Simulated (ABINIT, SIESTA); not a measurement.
A SIESTA input for a self-consistent single point of SnTe (F-43m, 2 atoms in the cell) (DFT, LDA PW92, numerical atomic orbitals DZP, PseudoDojo LDA standard norm-conserving potentials (rewritten from UPF to PSML)):

```
# files in the folder: Sn.psml Te.psml (PseudoDojo LDA standard)
SystemName  SnTe
SystemLabel SnTe

NumberOfAtoms                2
NumberOfSpecies              2
%block ChemicalSpeciesLabel
  1 50 Sn
  2 52 Te
%endblock ChemicalSpeciesLabel
LatticeConstant              1.0 Ang
%block LatticeVectors
     0.000000000    3.611145000    3.611145000
     3.611145000    0.000000000    3.611145000
     3.611145000    3.611145000    0.000000000
%endblock LatticeVectors
AtomicCoordinatesFormat      Ang
%block AtomicCoordinatesAndAtomicSpecies
     0.000000000    0.000000000    0.000000000  1
     5.416717500    5.416717500    5.416717500  2
%endblock AtomicCoordinatesAndAtomicSpecies

XC.functional                LDA
XC.authors                   PW92
PAO.BasisSize                DZP
PAO.EnergyShift              0.01 Ry
MeshCutoff                   400 Ry
%block kgrid.MonkhorstPack
    7   0   0  0.0
    0   7   0  0.0
    0   0   7  0.0
%endblock kgrid.MonkhorstPack
OccupationFunction           FD
ElectronicTemperature        1160.45 K

MaxSCFIterations             150
SCF.Mixer.Method             Broyden
SCF.Mixer.Weight             0.2
SCF.Mixer.History            6
SCF.DM.Tolerance             1.0E-05
Diag.ParallelOverK           true
WriteForces                  true
Charge.Mulliken              end
```

Q: Translate this input to ABINIT.

A: One input that does it (others would too):

```
# SnTe, PseudoDojo nc-sr-04 LDA standard
pp_dirpath "./"
pseudos "Sn.upf, Te.upf"
acell 3*1.0 Angstrom
rprim
        -0.0000000000    3.6111450000    3.6111450000
         3.6111450000   -0.0000000000    3.6111450000
         3.6111450000    3.6111450000   -0.0000000000
natom 2
ntypat 2
znucl 50 52
typat 1 2
xred
         0.0000000000    0.0000000000    0.0000000000
         0.7500000000    0.7500000000    0.7500000000
ecut 41
occopt 3
tsmear 0.00367493
nband 21
kptopt 1
ngkpt 7 7 7
nshiftk 1
shiftk 0 0 0
nstep 80
tolvrs 1.0e-12
prtwf 0
prtden 0
enunit 2
```

Basis, cutoffs, solver keys and any potentials are the target program's own. This input uses DFT, LDA (PW92), plane waves, norm-conserving pseudopotentials (PseudoDojo nc-sr-04 LDA standard). LDA parametrisations can differ slightly between programs. Both were run: pressure -2.80 GPa in SIESTA and -2.27 in ABINIT.

On SIESTA: the starting cell comes from a database of computed structures (which also holds hypothetical and non-ambient phases and stackings), without a prior relaxation at this level. Values carry the incompleteness of an atom-centred basis.

On ABINIT: the starting cell comes from a database of computed structures (which also holds hypothetical and non-ambient phases and stackings), without a prior relaxation at this level. The run gives no clean gap (levels at the Fermi energy touch, overlap or are partly filled at this smearing), which alone does not show that the compound is a metal.
